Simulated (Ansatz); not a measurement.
# A computed series for Ag: response to strain

Consider Ag in the fcc (Cu type) structure (space group Fm-3m, No. 225; relaxed with 0.1 eV smearing).

```cif
data_Ag
_chemical_formula_sum 'Ag1'
_space_group_name_H-M_alt 'P 1'
_space_group_IT_number 1
_cell_length_a 2.86649
_cell_length_b 2.86649
_cell_length_c 2.86649
_cell_angle_alpha 60.000
_cell_angle_beta 60.000
_cell_angle_gamma 60.000
loop_
_space_group_symop_operation_xyz
  'x, y, z'
loop_
_atom_site_label
_atom_site_type_symbol
_atom_site_fract_x
_atom_site_fract_y
_atom_site_fract_z
_atom_site_occupancy
Ag1 Ag 0.00000 0.00000 0.00000 1
```

Strains are applied to the cell and any free atomic positions relax.

The values are results of Kohn–Sham DFT with the PBEsol functional, run in Ansatz (a program for electronic structure) with PAW and 420 eV plane waves, no spin-orbit coupling, not measurements.

Notes on the quantities. energy relative to the base: free energy F.

```tsv
variant	pressure	volume per atom	energy relative to the base
base	0.0 GPa	16.65 Å³	0 meV/atom
isotropic strain −3.00 %	14.1 GPa	15.20 Å³	+58 meV/atom
isotropic strain −2.50 %	11.2 GPa	15.44 Å³	+39 meV/atom
isotropic strain −2.00 %	8.6 GPa	15.68 Å³	+24 meV/atom
isotropic strain −1.00 %	3.9 GPa	16.16 Å³	+5.8 meV/atom
isotropic strain +1.00 %	-3.3 GPa	17.16 Å³	+5.3 meV/atom
isotropic strain +1.50 %	-4.7 GPa	17.42 Å³	+12 meV/atom
isotropic strain +2.00 %	-6.0 GPa	17.67 Å³	+20 meV/atom
isotropic strain +2.50 %	___	17.94 Å³	___
isotropic strain +3.00 %	-8.2 GPa	18.20 Å³	+44 meV/atom
```

Complete the table.


- isotropic strain +2.50 %, pressure: -7.1 GPa
- isotropic strain +2.50 %, energy relative to the base: +31 meV/atom

Stability against distortions was not tested.
